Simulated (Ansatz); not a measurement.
**Several settings converged on a (111) slab of LuNi4Sn (cut from a parent of space group no. 216; 12 atoms in the cell)**

```xyz
12
Lattice="4.9681 0.0000 0.0000 2.4840 4.3025 0.0000 0.0000 0.0000 21.6032" Properties=species:S:1:pos:R:3 pbc="T T T"
Lu     0.5434     0.3138    10.5468
Lu     3.0275     1.7479    14.6032
Ni     1.7875     2.4638     9.0248
Ni     3.0275     0.3162     9.0248
Ni     3.0275     1.7479     7.0000
Ni     4.2674     2.4638     9.0248
Ni     4.2716     3.8979    13.0812
Ni     5.5115     1.7503    13.0812
Ni     5.5115     3.1821    11.0564
Ni     6.7514     3.8979    13.0812
Sn     0.5434     0.3138     7.5045
Sn     3.0275     1.7479    11.5609
```

Base method: LDA (PW92), default PAW files made with PBE (plane waves; Ansatz, a program for electronic structure).

Base settings: basis.ecutwfc = 420 eV; kpoints.mp_grid.grid = 4 4 1; hamiltonian.xc = lda; hamiltonian.pseudopotentials = {kind: paw} (the program's default PAW files); scf.occupations.method = gaussian; scf.occupations.width = 0.1 eV.

The count of work is k-points × plane waves × bands × iterations; it is no time. 

**The vacuum**

The mesh stays at the base's, so the ladder's end is converged at best in this setting alone.

Only quantities that move along the ladder and can be compared are tabulated.

| vacuum between outermost atoms (Å) | free energy less the last step's (meV/atom) | largest difference of a force vector from the last step's (eV/Å) | count of work / last |
|---|---|---|---|
| 3.0 | -121.64 | 1.720 | 0.24 |
| 4.0 | -49.90 | 0.908 | 0.26 |
| 5.0 | -18.53 | 0.332 | 0.34 |
| 6.0 | -7.52 | 0.106 | 0.39 |
| 7.0 | -3.72 | 0.033 | 0.39 |
| 8.0 | -2.26 | 0.020 | 0.38 |
| 10.0 | -1.24 | 0.011 | 0.43 |
| 12.0 | -0.83 | 0.007 | 0.52 |
| 14.0 | -0.59 | 0.005 | 0.57 |
| 17.0 | -0.36 | 0.003 | 0.65 |
| 20.0 | -0.24 | 0.002 | 0.73 |
| 25.0 | -0.10 | 0.001 | 0.87 |
| 30.0 | 0.00 | 0.000 | 1.0 |

Smallest vacuum between outermost atoms (Å) that holds the free energy within 2 meV/atom of the last step, with all finer ones: 10.0, at 0.43 of the last step's count of work; the step before is off by 2.3 meV/atom.

**The k-point mesh**

Only quantities that move along the ladder and can be compared are tabulated.

| kpoints.mp_grid.grid | free energy less the last step's (meV/atom) | largest difference of a force vector from the last step's (eV/Å) | count of work / last |
|---|---|---|---|
| 2 2 1 | 45.01 | 0.416 | 0.052 |
| 3 3 1 | 3.25 | 0.275 | 0.079 |
| 4 4 1 | -2.17 | 0.146 | 0.091 |
| 5 5 1 | -1.21 | 0.026 | 0.10 |
| 6 6 1 | -0.03 | 0.020 | 0.16 |
| 7 7 1 | -0.06 | 0.023 | 0.17 |
| 8 8 1 | -0.01 | 0.013 | 0.23 |
| 9 9 1 | 0.01 | 0.010 | 0.27 |
| 11 11 1 | 0.04 | 0.001 | 0.34 |
| 12 12 1 | 0.00 | 0.002 | 0.43 |
| 14 14 1 | 0.00 | 0.001 | 0.55 |
| 17 17 1 | 0.00 | 0.000 | 0.75 |
| 20 20 1 | 0.00 | 0.000 | 1.0 |

Coarsest kpoints.mp_grid.grid that holds the free energy within 2 meV/atom of the last step, with all finer ones: 5 5 1, at 0.10 of the last step's count of work; the step before is off by 2.2 meV/atom.

Coarsest kpoints.mp_grid.grid that holds the forces within 0.005 eV/Å of the last step, with all finer ones: 11 11 1, at 0.34 of the last step's count of work; the step before is off by 0.010 eV/Å.

**The plane-wave cutoff**

The mesh stays at the base's, so the ladder's end is converged at best in this setting alone.

Only quantities that move along the ladder and can be compared are tabulated.

| basis.ecutwfc | free energy less the last step's (meV/atom) | largest difference of a force vector from the last step's (eV/Å) | count of work / last |
|---|---|---|---|
| 210 eV | 8534.58 | 0.764 | 0.15 |
| 250 eV | 1861.75 | 0.464 | 0.17 |
| 295 eV | 267.77 | 0.181 | 0.19 |
| 355 eV | 14.45 | 0.005 | 0.27 |
| 420 eV | 2.59 | 0.001 | 0.35 |
| 505 eV | 1.34 | 0.000 | 0.43 |
| 630 eV | 0.53 | 0.000 | 0.70 |
| 840 eV | 0.00 | 0.000 | 1.0 |

Coarsest basis.ecutwfc that holds the free energy within 5 meV/atom of the last step, with all finer ones: 420 eV, at 0.35 of the last step's count of work; the step before is off by 14 meV/atom.

Coarsest basis.ecutwfc that holds the forces within 0.01 eV/Å of the last step, with all finer ones: 355 eV, at 0.27 of the last step's count of work; the step before is off by 0.18 eV/Å.

On the base run: the starting cell comes from a database of computed structures (which also holds hypothetical and non-ambient phases and stackings), without a prior relaxation at this level. The slab is cut from that crystal, and its faces are unrelaxed. Its lattice was rescaled by up to half a per cent. Spin polarisation is off. The two faces of this cut differ, and no dipole correction was used. In the base run, forces exceed 1 eV/Å.

Left out of this page: 1 run of the series outside the window shown, repeating another row's setting, or not comparable.

Keys are those of Ansatz 0.2.
